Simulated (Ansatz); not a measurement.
## Response to strain in AlN

Base system: AlN in the zinc blende structure (space group F-43m, No. 216).

```yaml
crystal:
  lattice:
    - [0.00000, 2.18488, 2.18488]
    - [2.18488, 0.00000, 2.18488]
    - [2.18488, 2.18488, 0.00000]
  atoms:
    - { symbol: Al, position: [0.00000, 0.00000, 0.00000] }
    - { symbol: N, position: [0.25000, 0.25000, 0.25000] }
```

Cartesian axes are those of the cell as printed.

Strains are applied to the cell and any free atomic positions relax.

Method: r2SCAN/PAW in Ansatz (a first-principles code), scalar-relativistic without spin-orbit coupling.

Notes on the quantities. energy relative to the base: free energy F.

```json
[
 {"case": "base", "smallest direct gap": "4.84 eV", "energy relative to the base": "0 meV/atom", "band gap": "3.94 eV", "shortest interatomic distance": "1.892 Å"},
 {"case": "tensor shear ε_xy = +0.86 %", "smallest direct gap": "4.76 eV", "energy relative to the base": "+1.9 meV/atom", "band gap": "3.86 eV", "shortest interatomic distance": "1.887 Å"},
 {"case": "tensor shear ε_xy = +0.57 %", "smallest direct gap": "4.79 eV", "energy relative to the base": "+0.8 meV/atom", "band gap": "3.89 eV", "shortest interatomic distance": "1.889 Å"},
 {"case": "tensor shear ε_xy = +2.00 %", "smallest direct gap": "4.63 eV", "energy relative to the base": "+10 meV/atom", "band gap": "3.72 eV", "shortest interatomic distance": "1.881 Å"},
 {"case": "tensor shear ε_xy = +1.43 %", "smallest direct gap": "4.70 eV", "energy relative to the base": "+5.2 meV/atom", "band gap": "3.79 eV", "shortest interatomic distance": "1.884 Å"},
 {"case": "tensor shear ε_xy = +1.14 %", "smallest direct gap": "4.73 eV", "energy relative to the base": "+3.3 meV/atom", "band gap": "3.83 eV", "shortest interatomic distance": "1.885 Å"},
 {"case": "tensor shear ε_xy = +0.29 %", "smallest direct gap": "4.82 eV", "energy relative to the base": "+0.2 meV/atom", "band gap": "3.91 eV", "shortest interatomic distance": "1.890 Å"},
 {"case": "tensor shear ε_xy = +1.71 %", "smallest direct gap": "4.66 eV", "energy relative to the base": "+7.5 meV/atom", "band gap": "3.76 eV", "shortest interatomic distance": "1.882 Å"}
]
```

No phonon test of stability was made. This is not the structure that AlN has at room temperature and ambient pressure.
